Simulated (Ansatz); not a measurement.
Structures of equal composition on the (0001) surface of hcp Ti: a layer of Al in place of the second plane; a layer of Al in place of the third plane. The slabs share one bottom face, and each structure is named by its start. These are constructed structures in small cells; real faces may alloy, dewet or reconstruct in larger ones, and not all known structures of the face are among them. Slabs of about 12 Å with all that they carry, Fermi-Dirac smearing of 0.1 eV. Bottom of the slabs: a bare face, its two planes held. Relaxed from the named starts with such symmetry as they have, on meshes of like density; energies extrapolated to zero smearing; no spin-orbit coupling, no U. Spin-polarised runs, if any, are marked in brackets, and their order is one that fits the cell; the others ran without spin.

Method: PBE (plane waves to 420 eV, PAW; Ansatz, an electronic-structure program).

Rank these by energy per 1x1 cell (lowest first), as PBE gives it.

a layer of Al in place of the third plane (0.000 eV), a layer of Al in place of the second plane (0.130 eV)
